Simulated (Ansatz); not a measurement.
A self-consistent single point of Mg (R3m, 3 atoms in the cell) with Ansatz (an electronic-structure program).

Method of the run: PBEsol, default PAW files made with PBE (plane waves; Ansatz).

```xyz
3
Lattice="1.5879 0.9168 7.6768 -1.5879 0.9168 7.6768 0.0000 -1.8336 7.6768" Properties=species:S:1:pos:R:3 pbc="T T T"
Mg     0.0000     0.0000     0.0500
Mg     0.0000     0.0000     5.1112
Mg     0.0000     0.0000    17.9191
```

Reference input (self-consistent single point, DFT, PBEsol, plane waves, default PAW files made with PBE): basis.ecutwfc = 420 eV; kpoints.mp_grid.grid = 12 12 12; hamiltonian.xc = pbesol; hamiltonian.pseudopotentials = {kind: paw} (the program's default PAW files); scf.occupations.method = gaussian; scf.occupations.width = 0.1 eV. This run's input differs from it in these lines:

Ansatz 0.2 input:
```diff
@@ -12,3 +12,3 @@
 kpoints:
-  mp_grid: { grid: [12, 12, 12] }
+  mp_grid: { grid: [19, 19, 19] }
 hamiltonian:
@@ -17,3 +17,3 @@
 scf:
-  occupations: { method: gaussian, width: 0.1 eV }
+  occupations: { method: gaussian, width: 0.02 eV }
 output:
```

Output, abridged:

```
SCF iter   1: F=—  HF=-5736.138703 eV  |F-HF|=—  |Δ(HF+E_count)|=         —  Δρ=2.11e-3  dr2=3.38e-3  ethr=1.77e-3  ⟨swp⟩=6.0  Hψ=56202  notcnv=0
all-band conjugate gradients solve this SCF's bands
preconditioner: auto → Kerker (q_TF=auto, 2.386 Å⁻¹)
SCF iter   2: F=—  HF=-5736.136892 eV  |F-HF|=—  |Δ(HF+E_count)|=   1.81e-3  Δρ=9.83e-4  dr2=1.36e-3  ethr=1.13e-5  ⟨swp⟩=2.9  Hψ=31036  notcnv=0  defer=58
SCF iter   3: F=—  HF=-5736.136619 eV  |F-HF|=—  |Δ(HF+E_count)|=   2.74e-4  Δρ=2.62e-4  dr2=2.15e-4  ethr=4.53e-6  ⟨swp⟩=2.6  Hψ=23244  notcnv=0  defer=58
SCF iter   4: F=—  HF=-5736.136586 eV  |F-HF|=—  |Δ(HF+E_count)|=   3.27e-5  Δρ=8.61e-5  dr2=1.58e-6  ethr=7.18e-7  ⟨swp⟩=1.6  Hψ=13271  notcnv=0  defer=58
SCF iter   5: F=—  HF=-5736.136577 eV  |F-HF|=—  |Δ(HF+E_count)|=   9.48e-6  Δρ=2.02e-5  dr2=2.62e-7  ethr=5.26e-9  ⟨swp⟩=2.0  Hψ=22746  notcnv=0  defer=58
SCF iter   6: F=-5736.136577 eV  HF=-5736.136577 eV  |F-HF|=9.01e-9  |Δ(HF+E_count)|=   3.28e-8  Δρ=4.83e-6  dr2=1.29e-8  ethr=3.33e-10  ⟨swp⟩=5.5  Hψ=48712  notcnv=0
SCF 1 converged in 6 iterations: F = -5736.136577 eV  dr2 = 1.29e-8
Free energy (F): -5736.136577 eV
Internal energy: -5736.136242 eV  (E = F + TS)
E sigma→0 (E₀):  -5736.136409 eV
Entropy (-TS):   -0.000335 eV (-0.112 meV/atom)
Fermi energy:    5.812218 eV
--- Forces (eV/Å), atoms counted from 1 ---
  atom   1  Mg     0.00000000     0.00000000    -0.15171438
  atom   2  Mg     0.00000000    -0.00000000     0.08412013
  atom   3  Mg     0.00000000    -0.00000000     0.06759308
--- Stress (GPa, compression-positive) ---
        0.318678       0.000000       0.000000
        0.000000       0.318678      -0.000000
        0.000000      -0.000000       0.507728
  P = ⅓ Tr σ = 0.3817 GPa (3.817 kbar)
  The stress holds the Pulay correction. Without it, at fixed plane waves, as pw.x and ABINIT print it: P = 0.3794 GPa
```

The run converged in 6 iterations. Against the reference run the free energy goes up by 1.2 meV/atom, the pressure moves little (0.37 to 0.38 GPa) and the largest force goes from 0.145 to 0.152 eV/Å.

The starting cell comes from a database of computed structures (which also holds hypothetical and non-ambient phases and stackings), without a prior relaxation at this level. Its lattice was rescaled by up to half a per cent. One atom was moved a little off its site on purpose. Ansatz's pressure includes its estimate of the finite-basis (Pulay) stress.

Cost on one core of a shared machine: roughly 60 s.
